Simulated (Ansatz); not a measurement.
Quick settings and what they miss: Zr₆Ga₂Co (P-62m, 9 atoms in the cell)

Self-consistent single point.

```yaml
crystal:
  lattice:
    - [7.78039, 0.00000, 0.00000]
    - [-3.89020, 6.73802, 0.00000]
    - [0.00000, 0.00000, 3.33620]
  atoms:
    - { symbol: Zr, position: [0.24835, 0.00000, 0.00000] }
    - { symbol: Zr, position: [0.75165, 0.75165, 0.00000] }
    - { symbol: Zr, position: [0.00000, 0.24835, 0.00000] }
    - { symbol: Zr, position: [0.00000, 0.59485, 0.50000] }
    - { symbol: Zr, position: [0.59485, 0.00000, 0.50000] }
    - { symbol: Zr, position: [0.40515, 0.40515, 0.50000] }
    - { symbol: Ga, position: [0.33333, 0.66667, 0.00000] }
    - { symbol: Ga, position: [0.66667, 0.33333, 0.00000] }
    - { symbol: Co, position: [0.00000, 0.00000, 0.50000] }
```

Computed with LDA (PW92), PAW files made with PBE (plane waves; Ansatz, a quantum-chemistry and plane-wave program).

Base settings: basis.ecutwfc = 30.9 Ry; kpoints.mp_grid.grid = 4 4 8; hamiltonian.xc = lda; hamiltonian.pseudopotentials = {kind: paw} (the program's default PAW files); scf.occupations.method = methfessel_paxton; scf.occupations.width = 0.0073 Ry.

Tight run (finer mesh or higher cutoff; not a proven limit): basis.ecutwfc: 30.9 Ry → 43.4 Ry; kpoints.mp_grid.grid: 4 4 8 → 6 6 11; scf.convergence.dr2_threshold: default (1e-07 eV) → 1e-09 eV. It gave Fermi level (on the code's own zero) 13.93 eV; pressure -5.03 GPa; largest force (vector length) 0.023 eV/Å.

Quick runs, as changes from the base:
- A: the base itself
- B: basis.ecutwfc: 30.9 Ry → 24.6 Ry; kpoints.mp_grid.grid: 4 4 8 → 2 2 2; scf.occupations.width: 0.0073 Ry → 0.01 Ry; scf.convergence.dr2_threshold: default (1e-07 eV) → 0.001 eV
- C: basis.ecutwfc: 30.9 Ry → 18.4 Ry; kpoints.mp_grid.grid: 4 4 8 → 1 1 1; scf.occupations.width: 0.0073 Ry → 0.01 Ry

Energies are extrapolated to zero smearing width, which holds to low order in the width alone.

The count of work is k-points × plane waves × bands × iterations; it is no time. 

Pressures in the table are Ansatz's without its Pulay estimate, at a fixed set of plane waves; the tight run's value above holds the estimate.

The starting cell comes from a database of computed structures (which also holds hypothetical and non-ambient phases and stackings), without a prior relaxation at this level. Its lattice was rescaled by a random factor within 2.5 % of one. Spin polarisation is off. In the base run, with a pressure of about -5 GPa the cell is away from its equilibrium volume at this level.

```csv
run,energy less tight (meV/atom),pressure less tight (GPa),largest miss in a force vector (eV/Å),count of work / tight
A,-1.8,0.03,0.037,0.21
B,-148.8,-2.55,0.443,0.018
C,430.3,-27.10,0.804,0.0054
```

Among the runs at the tight run's level, the energy misses run from 1.8 to 430.3 meV/atom.

Left out of this page: 1 run of the series unsound by tests on forces, stress, charge or solver warnings; 1 run of the series with a known weakness of the program; 1 run of the series outside the window shown, repeating another row's setting, or not comparable.

Keys are those of Ansatz 0.2.
